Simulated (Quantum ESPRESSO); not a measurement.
# Habitual settings against a tight run: LuAu4 (I4/m, 5 atoms in the cell)

Self-consistent single point.

```
CELL_PARAMETERS angstrom
     -3.35706     3.35706     2.07500
      3.35706    -3.35706     2.07500
      3.35706     3.35706    -2.07500
ATOMIC_POSITIONS crystal
  Lu 0.00000 0.00000 0.00000
  Au 0.20015 0.39883 0.59898
  Au 0.79985 0.60117 0.40102
  Au 0.39883 0.79985 0.19868
  Au 0.60117 0.20015 0.80132
```

Method of the run: PBEsol, PSlibrary ultrasoft (PBE) pseudopotentials (plane waves; Quantum ESPRESSO).

Base settings: ecutwfc = 50 Ry; ecutrho = 450 Ry; occupations = smearing; smearing = fermi-dirac; degauss = 0.0073499 Ry; input_dft = pbesol; potentials = {Lu: Lu.pbe-spdn-rrkjus_psl.1.0.0.UPF, Au: Au.pbe-n-rrkjus_psl.1.0.0.UPF}; K_POINTS = automatic 7 7 7 0 0 0; conv_thr = 1e-10 Ry; mixing_beta = 0.3.

Tight run (finer mesh or higher cutoff; not a proven limit): ecutwfc: 50 Ry → 70 Ry; ecutrho: 450 Ry → 630 Ry; conv_thr: 1e-10 Ry → 7.3e-11 Ry; K_POINTS: automatic 7 7 7 0 0 0 → automatic 10 10 10 0 0 0. It gave Fermi level (on the code's own zero) 14.75 eV; pressure -5.68 GPa; largest force (vector length) 0.026 eV/Å.

Quick runs, as changes from the base:
- A: the base itself
- B: ecutwfc: 50 Ry → 25 Ry; ecutrho: 450 Ry → 225 Ry; smearing: fermi-dirac → methfessel-paxton; degauss: 0.0073499 Ry → 0.0099958 Ry; conv_thr: 1e-10 Ry → 7.3e-06 Ry; K_POINTS: automatic 7 7 7 0 0 0 → automatic 2 2 2 1 1 1
- C: ecutwfc: 50 Ry → 40 Ry; ecutrho: 450 Ry → 360 Ry; smearing: fermi-dirac → marzari-vanderbilt; degauss: 0.0073499 Ry → 0.036749 Ry; conv_thr: 1e-10 Ry → 7.3e-06 Ry; K_POINTS: automatic 7 7 7 0 0 0 → automatic 2 2 2 0 0 0
- D: ecutwfc: 50 Ry → 30 Ry; ecutrho: 450 Ry → 270 Ry; smearing: fermi-dirac → gaussian; degauss: 0.0073499 Ry → 0.0147 Ry; K_POINTS: automatic 7 7 7 0 0 0 → automatic 6 6 6 1 1 1
- E: ecutwfc: 50 Ry → 35 Ry; ecutrho: 450 Ry → 315 Ry; smearing: fermi-dirac → methfessel-paxton; degauss: 0.0073499 Ry → 0.019992 Ry; conv_thr: 1e-10 Ry → 7.3e-06 Ry; K_POINTS: automatic 7 7 7 0 0 0 → automatic 4 4 4 0 0 0
- F: ecutwfc: 50 Ry → 25 Ry; ecutrho: 450 Ry → 225 Ry; K_POINTS: automatic 7 7 7 0 0 0 → automatic 4 4 4 0 0 0

Energies are extrapolated to zero smearing width, which holds to low order in the width alone (under cold and Methfessel-Paxton smearing the free energy itself is taken).

Dashes: pressure of B, C, E, not trusted under this conv_thr with d or f elements; time of B, under 30 s.

The count of work is k-points × plane waves × bands × iterations; it is no time. Core times come from one kind of shared machine and are given to one figure; runs under 30 s give none.

The starting cell comes from a database of computed structures (which also holds hypothetical and non-ambient phases and stackings), without a prior relaxation at this level. Its lattice was rescaled by a random factor within 2.5 % of one. In the base run, with a pressure of about -6 GPa the cell is away from its equilibrium volume at this level.

| run | energy less tight (meV/atom) | pressure less tight (GPa) | largest miss in a force vector (eV/Å) | count of work / tight | core time / tight (rough) |
|---|---|---|---|---|---|
| A | 7.8 | -0.11 | 0.013 | 0.21 | 0.2 |
| B | -18.2 | – | 0.240 | 0.0021 | – |
| C | 81.0 | – | 0.193 | 0.0056 | 0.04 |
| D | 82.4 | -2.45 | 0.005 | 0.060 | 0.1 |
| E | 19.5 | – | 0.039 | 0.016 | 0.04 |
| F | 193.1 | -5.31 | 0.044 | 0.016 | 0.04 |

Among the runs at the tight run's level, the energy misses run from 7.8 to 193.1 meV/atom.
